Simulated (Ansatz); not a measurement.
AlAs (model structure, started from the BN type, Pm-3n, No. 223, 12 atoms in the cell): band gap by level of theory

No measured value is used here.

| level (code) | value (eV) | cell (Å³/atom) |
|---|---|---|
| LDA (Ansatz) | 1.14 (indirect) | 27.70 |
| PBEsol+SOC (Ansatz) | … | 28.39 |
| HSE06 (Ansatz) | 1.92 (indirect) | 28.39 |

Task: Complete the blanks.

Result: 
- PBEsol+SOC (Ansatz, a first-principles code), value (eV): 1.16 (indirect)

Computed values are for a static lattice. Levels without +SOC have no spin–orbit coupling; where heavier elements are present it shifts gaps, mostly down, and can invert bands.  Values are at the PBEsol cell; LDA at the level's own equilibrium cell. Cutoffs and k meshes differ between the levels. Ansatz's density-functional and Hartree–Fock values are scalar-relativistic unless marked +SOC, with PAW data made under PBE.

A model structure was made by putting elements into a prototype or built by hand; it is no filed structure, need not be a known phase, and can be a saddle point held by its symmetry.
